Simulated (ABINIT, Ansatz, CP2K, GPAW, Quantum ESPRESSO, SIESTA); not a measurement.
One structure in several programs: H4BrN (P1, 6 atoms in the cell)

Self-consistent single point, at a second geometry (atoms moved at random). First geometry:

```
CELL_PARAMETERS angstrom
      4.00010     0.00000     0.00000
      0.00000     4.00010     0.00000
      0.00000     0.00000     4.00010
ATOMIC_POSITIONS crystal
  H  0.14921 0.14921 0.85079
  H  0.14921 0.85079 0.14921
  H  0.85079 0.85079 0.85079
  H  0.85079 0.14921 0.14921
  Br 0.50000 0.50000 0.50000
  N  0.00000 0.00000 0.00000
```

Second geometry:
```
H4BrN
1.0
    4.00010     0.00000     0.00000
    0.00000     4.00010     0.00000
    0.00000     0.00000     4.00010
H Br N
4 1 1
Direct
  0.14176   0.13592   0.83910
  0.15560   0.84618   0.15934
  0.85623   0.85668   0.84378
  0.85027   0.15433   0.13574
  0.48353   0.50401   0.50723
  0.01261   0.00288   0.01482
```

Shared settings, as Ansatz (an electronic-structure program) writes them: kpoints.mp_grid.grid = 4 4 4; scf.occupations.method = fixed. Potentials and cutoffs stand in the table.

| code | model | ΔF from the first geometry (meV/atom) | pressure (GPa) | largest force (eV/Å) | gap on the mesh (eV) | cutoff |
|---|---|---|---|---|---|---|
| Quantum ESPRESSO | PBEsol, GBRV 1.5 ultrasoft (PBESOL) pseudopotentials | 31.1 | 1.77 | 3.556 | 4.027 | 40 Ry |
| CP2K | PBEsol, GPW, DZVP-MOLOPT-SR-GTH basis, GTH-PBE potentials (GTH_POTENTIALS) | 32.0 | 1.19 | 3.554 | 5.168 | grid 450 Ry |
| SIESTA | GGA PBEsol, numerical atomic orbitals DZP, PseudoDojo PBEsol standard norm-conserving potentials (rewritten from UPF to PSML) | 30.9 | 0.72 | 3.569 | 4.157 | grid 400 Ry |
| ABINIT | PBEsol, norm-conserving pseudopotentials (PseudoDojo nc-sr-04 PBEsol standard) | 31.4 | 0.72 | 3.493 | 4.034 | 84 Ry |
| Ansatz | PBEsol, default PAW files made with PBE | 31.3 | 0.63 | 3.504 | 4.027 | 420 eV |
| GPAW | PBEsol, GPAW PAW datasets PBEsol (made by gpaw-setup) | 31.2 | – | 3.496 | 4.040 | 950 eV |

Size of the force on each atom (eV/Å): Sizes of forces hide their directions.

| code | H1 | H2 | H3 | H4 | Br5 | N6 |
|---|---|---|---|---|---|---|
| Quantum ESPRESSO | 1.543 | 0.977 | 1.190 | 1.639 | 0.165 | 3.556 |
| CP2K | 1.388 | 0.814 | 1.294 | 1.435 | 0.175 | 3.554 |
| SIESTA | 1.840 | 1.320 | 0.972 | 1.973 | 0.180 | 3.569 |
| ABINIT | 1.266 | 0.653 | 1.348 | 1.275 | 0.166 | 3.493 |
| Ansatz | 1.312 | 0.720 | 1.321 | 1.343 | 0.165 | 3.504 |
| GPAW | 1.340 | 0.750 | 1.292 | 1.376 | 0.165 | 3.496 |

A dash marks a value that a program does not give, or that is left out as unsure.

Gaps are read on the mesh.

The spread over the programs that give each value: ΔF from the first geometry within 1.1 meV/atom; pressure within 1.14 GPa; largest force within 0.076 eV/Å; gap on the mesh within 1.141 eV.

CP2K and SIESTA use small atom-centred bases, whose incompleteness enters pressures, forces and empty levels differently from a plane-wave cutoff. Ansatz's pressure is given at a fixed set of plane waves, as the other plane-wave codes print theirs; with its correction for the finite basis it is 0.96 GPa (the shift of 0.33 GPa shows how far the cutoff is from converged). The pressure of GPAW is left out: its cutoff lies under the one at which its stress was checked. In the pressure, Quantum ESPRESSO (by 1.06) lies more than 1 GPa from the median of the plane-wave programs. In the gap, CP2K (by 1.138) and SIESTA (by 0.126) lie more than 0.12 eV from the median of the plane-wave programs. In the force vectors, Quantum ESPRESSO (by 0.298), CP2K (by 0.081), SIESTA (by 0.646) and ABINIT (by 0.093) lie more than 0.08 eV/Å from the median of the plane-wave programs.

The starting cell comes from a database of computed structures (which also holds hypothetical and non-ambient phases and stackings), without a prior relaxation at this level. For this run, on top of that: atoms moved at random.

Keys are those of Ansatz 0.2.
